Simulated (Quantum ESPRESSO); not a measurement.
Troubleshooting Quantum ESPRESSO: a failed run on Y2Co2O5 (P4/mmm, 9 atoms in the cell). The aim is a self-consistent single point with DFT, LDA (PZ), plane waves, GBRV 1.5 ultrasoft (LDA) pseudopotentials.

This input was run:

```fortran
&control
  calculation = 'scf'
  outdir = './out'
  pseudo_dir = './pseudo/'
  tprnfor = .true.
  tstress = .true.
/
&system
  ibrav = 6
  celldm(1) = 7.12523125
  celldm(3) = 1.7956536384
  nat = 9
  ntyp = 3
  ecutwfc = 50
  ecutrho = 400
  occupations = 'smearing'
  smearing = 'cold'
  degauss = 0.0099958
/
&electrons
  conv_thr = 1.0d-10
/
ATOMIC_SPECIES
Y     88.9058  y_lda_v1.4.uspp.F.UPF
Co    58.9332  co_lda_v1.2.uspp.F.UPF
O     15.9990  o_lda_v1.2.uspp.F.UPF
ATOMIC_POSITIONS crystal
Y     0.00000000    0.00000000    0.00000000
Y     0.00000000    0.00000000    0.50000000
Co    0.50000000    0.50000000    0.20287000
Co    0.50000000    0.50000000    0.79713000
O     0.50000000    0.00000000    0.22447000
O     0.50000000    0.00000000    0.77553000
O     0.00000000    0.50000000    0.22447000
O     0.00000000    0.50000000    0.77553000
O     0.50000000    0.50000000    0.50000000
K_POINTS automatic
5 5 3  0 0 0
```

The program printed (abridged):

```
 %%%%%%%%%%%%%%%%%%%%%%%%%%%%%%%%%%%%%%%%%%%%%%%%%%%%%%%%%%%%%%%%%%%%%%%%%%%%%%
     Error in routine readpp (1):
     file ./pseudo/y_lda_v1.4.uspp.F.UPF not found
 %%%%%%%%%%%%%%%%%%%%%%%%%%%%%%%%%%%%%%%%%%%%%%%%%%%%%%%%%%%%%%%%%%%%%%%%%%%%%%

     stopping ...
```

Q: Read the log: what does the program object to, and what is the fix?

A: The fault is a wrong folder for the potentials. The files are not in the folder that the input names. To fix it, correct the folder. The program stopped before any SCF iteration.

The sound input it was made from differs as follows (other fixes are possible):
```diff
-  pseudo_dir = './pseudo/'
+  pseudo_dir = './'
```

With that input, the run converged in 14 iterations: free energy E − TS -12850.7113 eV; Fermi level (on the code's own zero) 13.85 eV; pressure -16.25 GPa; largest force (vector length) 0.193 eV/Å (DFT, LDA (PZ), plane waves, GBRV 1.5 ultrasoft (LDA) pseudopotentials).

On the sound input: the starting cell comes from a database of computed structures (which also holds hypothetical and non-ambient phases and stackings), without a prior relaxation at this level. Spin polarisation is off, so a magnetic state, if there is one, cannot be reached. With a pressure of about -16 GPa the cell is away from its equilibrium volume at this level. Without a gap this mesh is coarse (it stands for a supercell whose shortest vector is 19 Å).
